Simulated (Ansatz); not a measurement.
An Ansatz (a quantum-chemistry and plane-wave program) input (PBE (Ansatz; PAW; 420 eV plane waves; without spin-orbit coupling)):

Ansatz 0.2 input:
```yaml
crystal:
  lattice:
    - [2.9397807841, 0, 0]
    - [-1.469890392, 2.5459248406, 0]
    - [0, 0, 4.5143830407]
  atoms:
    - { symbol: Ti, position: [0.6666666667, 0.3333333333, 0.75] }
    - { symbol: Ti, position: [0.3333333333, 0.6666666667, 0.25] }
basis: { ecutwfc: 420, ecutrho_ratio: 4, xc_grid: 2, fft_grid_basis: typed }
kpoints: { mp_grid: { grid: [23, 23, 13] } }
hamiltonian:
  xc: pbe
  dispersion: none
  pseudopotentials: { kind: paw }
scf: { occupations: { method: fermi_dirac, width: 0.1 }, convergence: { dr2_threshold: 0.0000000002 } }
relax: { f_tol: 0.005, max_steps: 50 }
output: { forces: true, stress: true }
checkpoint: { write: state.ck, write_every: 1000 }
```

Problem. Which symmetry and how many k-points will the program report, and about how many plane waves at Γ?

Solution. Space group P63/mmc (ITA 194) with 24 operations, k-points 392 of 6877, and 651 plane waves at Γ.

Problem. And the final pressure?

Solution. 3.65 GPa (compression positive).

The cells carry an imposed strain or load. Whether these cells are dynamically stable was not tested. All final runs are without spin polarisation. The cell was made from Ti in the hcp (Mg type) structure (space group P6_3/mmc, No. 194) by this change: uniaxial strain ε_zz = −3.00 %.
